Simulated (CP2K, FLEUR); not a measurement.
A FLEUR input for a self-consistent single point of La (P6_3/mmc, 4 atoms in the cell) (DFT, PBE, all-electron FLAPW (FLEUR), scalar-relativistic valence):

Input of the input generator:

```
La
&input film=f /
3.4908908208 -6.0464002653 0.0000000000
3.4908908208 6.0464002653 0.0000000000
0.0000000000 0.0000000000 22.5194882819
1.0
1.0 1.0 1.0

4
57 -0.0000000000 -0.0000000000 0.5000000000
57 -0.0000000000 -0.0000000000 0.0000000000
57 0.3333333333 0.6666666667 0.2500000000
57 0.6666666667 0.3333333333 0.7500000000

&comp jspins=1 /
&kpt div1=7 div2=7 div3=2 gamma=t /
&end /
```

```xml
<?xml version="1.0" encoding="UTF-8" standalone="no"?>
<fleurInput fleurInputVersion="0.39">
   <comment>
      La                                                                                                  
   </comment>
   <calculationSetup>
      <cutoffs Kmax="3.8" Gmax="13.3" GmaxXC="13.3" numbands="0"/>
      <scfLoop itmax="60" minDistance="0.00001" maxIterBroyd="40" imix="Anderson" alpha="0.05" precondParam="0.0" spinf="2.0"/>
      <coreElectrons ctail="T" frcor="F" kcrel="0" coretail_lmax="0"/>
      <xcFunctional name="pbe" relativisticCorrections="F"/>
      <magnetism jspins="1"/>
      <soc l_soc="F" theta="0.0" phi="0.0" spav="F"/>
      <expertModes spex="0" secvar="F"/>
      <geometryOptimization l_f="T" forcealpha="1.0" forcemix="BFGS" epsdisp="0.00001" epsforce="0.00001"/>
      <ldaU l_linMix="F" mixParam="0.05" spinf="1.0"/>
   </calculationSetup>
   <cell>
      <bzIntegration valenceElectrons="44.0" mode="hist" fermiSmearingEnergy="0.00367493">
         <kPointListSelection listName="default-1"/>
         <!-- k-points included here -->
         <xi:include xmlns:xi="http://www.w3.org/2001/XInclude" href="kpts.xml"> </xi:include>
      </bzIntegration>
      <!-- symmetry operations included here -->
      <xi:include xmlns:xi="http://www.w3.org/2001/XInclude" href="sym.xml"> </xi:include>
      <bulkLattice scale="1.0">
         <bravaisMatrix>
            <row-1>    3.4908908207999998    -6.0464002653000000     0.0000000000000000</row-1>
            <row-2>    3.4908908207999998     6.0464002653000000     0.0000000000000000</row-2>
            <row-3>    0.0000000000000000     0.0000000000000000    22.5194882818999993</row-3>
         </bravaisMatrix>
      </bulkLattice>
   </cell>
   <atomSpecies>
      <species name="Lanthanum (La)" element="La" atomicNumber="57">
         <mtSphere radius="2.68" gridPoints="925" logIncrement="0.014"/>
         <atomicCutoffs lmax="10" lnonsphr="8"/>
         <electronConfig flipSpins="F">
            <coreConfig>(1s1/2) (2s1/2) (2p1/2) (2p3/2) (3s1/2) (3p1/2) (3p3/2) (4s1/2) (3d3/2) (3d5/2) (4p1/2) (4p3/2) (4d3/2) (4d5/2)</coreConfig>
            <valenceConfig>(5s1/2) (5p1/2) (5p3/2) (6s1/2) (5d3/2) (5d5/2)</valenceConfig>
            <stateOccupation state="(5d3/2)" spinUp="0.2" spinDown="0.2"/>
            <stateOccupation state="(5d5/2)" spinUp="0.3" spinDown="0.3"/>
         </electronConfig>
         <energyParameters s="6" p="6" d="5" f="4"/>
         <lo type="SCLO" l="0" n="5" eDeriv="0"/>
         <lo type="SCLO" l="1" n="5" eDeriv="0"/>
      </species>
   </atomSpecies>
   <atomGroups>
      <atomGroup species="Lanthanum (La)">
         <relPos label="                   1">.0000000000 .0000000000 1.000/2.000</relPos>
         <relPos label="                   2">.0000000000 .0000000000 .0000000000</relPos>
         <force calculate="T" relaxXYZ="TTT"/>
      </atomGroup>
      <atomGroup species="Lanthanum (La)">
         <relPos label="                   3">1.000/3.000 -1.000/3.000 1.000/4.000</relPos>
         <relPos label="                   4">-1.000/3.000 1.000/3.000 -1.000/4.000</relPos>
         <force calculate="T" relaxXYZ="TTT"/>
      </atomGroup>
   </atomGroups>
   <output dos="F" band="F" slice="F">
      <checks vchk="F" cdinf="F"/>
      <bandDOS minEnergy="-.5*Htr" maxEnergy="0.5*Htr" sigma="0.015" storeEVData="T"/>
      <vacuumDOS vacdos="F" integ="F" star="F" nstars="0" locx1="0.0" locy1="0.0" locx2="0.0" locy2="0.0" nstm="0" tworkf="0.0"/>
      <unfoldingBand unfoldBand="F" supercellX="1" supercellY="1" supercellZ="1"/>
      <plotting iplot="0" polar="F">
         <plot TwoD="T" vec1="  1.0  0.0  0.0" vec2="  0.0  1.0  0.0" vec3="  0.0  0.0  1.0" zero="  0.0  0.0  0.0" file="plot"/>
      </plotting>
      <chargeDensitySlicing numkpt="0" minEigenval="0.0" maxEigenval="0.0" nnne="0" pallst="F"/>
      <specialOutput eonly="F"/>
      <magneticCircularDichroism mcd="F" energyLo="-10.0" energyUp="0.0"/>
   </output>
  <!-- We include the file relax.xml here to enable relaxations (see documentation) -->
  <xi:include xmlns:xi="http://www.w3.org/2001/XInclude" href="relax.xml"> <xi:fallback/> </xi:include>
</fleurInput>
```

Task: Translate this input to CP2K.

Result: One input that does it (others would too):

```
&GLOBAL
  PROJECT bulk
  RUN_TYPE ENERGY_FORCE
  PRINT_LEVEL MEDIUM
&END GLOBAL
&FORCE_EVAL
  METHOD Quickstep
  STRESS_TENSOR ANALYTICAL
  &DFT
    BASIS_SET_FILE_NAME BASIS_MOLOPT_UCL
    POTENTIAL_FILE_NAME GTH_POTENTIALS
    &QS
      METHOD GPW
      EPS_DEFAULT 1E-10
    &END QS
    &MGRID
      CUTOFF 500
      REL_CUTOFF 50
      NGRIDS 5
    &END MGRID
    &SCF
      SCF_GUESS ATOMIC
      EPS_SCF 1E-7
      MAX_SCF 100
      ADDED_MOS 8
      &DIAGONALIZATION
        ALGORITHM STANDARD
      &END DIAGONALIZATION
      &MIXING
        METHOD BROYDEN_MIXING
        ALPHA 0.3
        NBUFFER 10
        BETA 1.5
      &END MIXING
      &SMEAR ON
        METHOD FERMI_DIRAC
        ELECTRONIC_TEMPERATURE [K] 1160.45
      &END SMEAR
    &END SCF
    &KPOINTS
      SCHEME MONKHORST-PACK 7 7 2
      GAMMA_CENTERED T
    &END KPOINTS
    &XC
      &XC_FUNCTIONAL PBE
      &END XC_FUNCTIONAL
    &END XC
    &PRINT
      &MO
        EIGENVALUES T
        OCCUPATION_NUMBERS T
        NDIGITS 8
        FILENAME mo
        &EACH
          QS_SCF 0
        &END EACH
        ADD_LAST NUMERIC
      &END MO
      &MULLIKEN ON
      &END MULLIKEN
    &END PRINT
  &END DFT
  &SUBSYS
    &CELL
      ABC 3.69460000 3.69459910 11.91680000
      ALPHA_BETA_GAMMA 90.00000000 90.00000000 119.99999011
      PERIODIC XYZ
    &END CELL
    &COORD
      SCALED
      La       0.00000000     0.00000000     0.50000000
      La       0.00000000     0.00000000     0.00000000
      La       0.33333333     0.66666667     0.25000000
      La       0.66666667     0.33333333     0.75000000
    &END COORD
    &KIND La
      BASIS_SET DZVP-MOLOPT-SR-GTH-q11
      POTENTIAL GTH-PBE-q11
    &END KIND
  &END SUBSYS
  &PRINT
    &FORCES ON
    &END FORCES
    &STRESS_TENSOR ON
    &END STRESS_TENSOR
  &END PRINT
&END FORCE_EVAL
```

Basis settings and potentials, where a program has them, do not carry over. This input uses DFT PBE, GPW, DZVP-MOLOPT-SR-GTH basis, GTH-PBE potentials (GTH_POTENTIALS).

The starting cell has typed, rounded lattice constants, without a prior relaxation at this level. For this run, on top of that: lattice scaled by 0.98.
